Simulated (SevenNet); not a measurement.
**Fluorite CoSi2**

Level of theory: the machine-learned potential SevenNet-0 (trained on PBE and PBE+U data).

Cell: relaxed at this level.

```json
{
  "lattice_constant_a": "5.363 Å",
  "volume_per_atom": "12.85 Å³/atom"
}
```

Measured, for comparison: lattice constant a 5.365 Å, equilibrium volume per atom 12.87 Å³/atom (room temperature, no zero-point or thermal correction; as tabulated in Hegde and Bowen (2014), arXiv:1405.1317). Computed (rounded) less measured: lattice constant a 0.0 %, equilibrium volume per atom -0.2 %.

A machine-learned potential is trained on density-functional data: it inherits that level's misses and adds fitting errors of its own.
